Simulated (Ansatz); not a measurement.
Base system: Ba in the bcc (W type) structure (space group Im-3m, No. 229; a = 4.8805 Å).

Structures relaxed with DFT with PBEsol, PAW potentials and a 420 eV plane-wave cutoff in Ansatz (a program for electronic structure), without spin-orbit coupling.

Base:

Simulated powder pattern, Cu Kα, λ = 1.54184 Å (kinematic, ideal powder, no thermal factors, no anomalous dispersion; the 8 strongest lines at most, above 2 %, up to 2θ = 90°):

```
2θ (°)  I/Imax (%)    hkl
------  ----------  -----
25.82          100  (110)
36.83           20  (200)
45.53           43  (211)
53.07           14  (220)
59.93           19  (310)
72.46           21  (321)
84.16           11  (411)
89.89          6.5  (420)
```

Now apply this change: Na takes the place of Ba on all its sites, then cell and atoms are relaxed.

After the change:

Simulated powder pattern, Cu Kα, λ = 1.54184 Å (kinematic, ideal powder, no thermal factors, no anomalous dispersion; the 8 strongest lines at most, above 2 %, up to 2θ = 90°):

```csv
2θ (°),d (Å),I/Imax (%),hkl
30.31,2.949,100,(110)
43.39,2.085,18,(200)
53.84,1.703,35,(211)
63.04,1.475,10,(220)
71.54,1.319,13,(310)
79.63,1.204,3.0,(222)
87.52,1.115,14,(321)
```

The indices refer to each structure's own conventional cell; one index is shown for lines that coincide.

Whether these cells are dynamically stable was not tested. The base started in Cmcm and relaxed to Im-3m at this level.
